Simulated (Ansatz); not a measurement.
Base system: KCl in the rock salt structure (space group Fm-3m, No. 225; a = 6.2427 Å). Axes: x, y, z lie along the cube axes.

Calculations: PBEsol/PAW in Ansatz (an electronic-structure program), no spin-orbit coupling.

Before the change:

| Item | Value |
|---|---|
| Pressure | 0.01 GPa |
| Valence-band top at Γ | 0.00, 0.00, 0.00 eV |
| Band gap | 5.10 eV |

Now apply this change: the cell is compressed by 1.00 % along z with no lateral relaxation; the atoms relax in the strained cell.

**Question.** Predict the new pressure, valence-band top at Γ and band gap.

**Answer.** The pressure (mean of the normal stresses, compression positive) goes up by 0.20 GPa, from 0.01 GPa to 0.21 GPa; the valence-band top at Γ (three highest levels, from the VBM) becomes 0.00, -0.01, -0.01 eV (base: 0.00, 0.00, 0.00 eV); the band gap rises by 0.03 eV, from 5.10 eV to 5.13 eV.

Whether these cells are dynamically stable was not tested.
